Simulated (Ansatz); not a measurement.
# Effect of pressure 15 GPa on SnO2

Start from SnO$_{2}$ in the rutile structure (space group P4_2/mnm, No. 136; a = 4.7692 Å, c = 3.2120 Å).

One thing is altered: cell and atoms relaxed at a pressure of 15 GPa.

Calculations: PBEsol (Ansatz, a quantum-chemistry and plane-wave program; PAW; 420 eV plane waves; without spin-orbit coupling). k-mesh 7×7×10 (Γ-centred); smearing 0.05 eV (Fermi–Dirac).

```json
[
 {"quantity": "lattice parameter a", "base": "4.769 Å", "changed": "4.639 Å", "shift": "-0.130 Å"},
 {"quantity": "c/a ratio", "base": "0.673", "changed": "0.684", "shift": "+0.0105"},
 {"quantity": "enthalpy H = E + PV relative to the base's energy", "base": "–", "changed": "+1.10 eV/atom", "shift": "–"},
 {"quantity": "band gap", "base": "0.92 eV", "changed": "1.65 eV", "shift": "+0.73 eV"},
 {"quantity": "gap character", "base": "direct at Γ", "changed": "direct at Γ", "shift": "–"},
 {"quantity": "mean gap deformation potential ΔEg/Δln V", "base": "–", "changed": "-10.8 eV", "shift": "–"},
 {"quantity": "width of the top valence band", "base": "1.24 eV", "changed": "1.33 eV", "shift": "+0.09 eV"},
 {"quantity": "electron mass", "base": "0.17 mₑ along c, 0.19 mₑ across (at Γ)", "changed": "0.20 mₑ along c, 0.23 mₑ across (at Γ)", "shift": "–"},
 {"quantity": "valence-band top at Γ (three highest levels, from the VBM)", "base": "0.00, -0.77, -0.77 eV", "changed": "0.00, -0.81, -0.81 eV", "shift": "–"}
]
```

Final structure:

```yaml
crystal:
  lattice:
    - [4.63945, 0.00000, 0.00000]
    - [0.00000, 4.63945, 0.00000]
    - [0.00000, 0.00000, 3.17330]
  atoms:
    - { symbol: Sn, position: [0.00000, 0.00000, 0.00000] }
    - { symbol: Sn, position: [0.50000, 0.50000, 0.50000] }
    - { symbol: O, position: [0.30547, 0.30547, 0.00000] }
    - { symbol: O, position: [0.80547, 0.19453, 0.50000] }
    - { symbol: O, position: [0.19453, 0.80547, 0.50000] }
    - { symbol: O, position: [0.69453, 0.69453, 0.00000] }
```

Cost of the whole job for the changed cell (relaxation, final SCF and bands): very roughly 70 core-seconds.

Load acts through the strain it causes; cell and atoms are relaxed under it. Masses are band curvatures over ±0.01 Å⁻¹ around the edge. Whether these cells are dynamically stable was not tested. No other phases were tried under pressure.
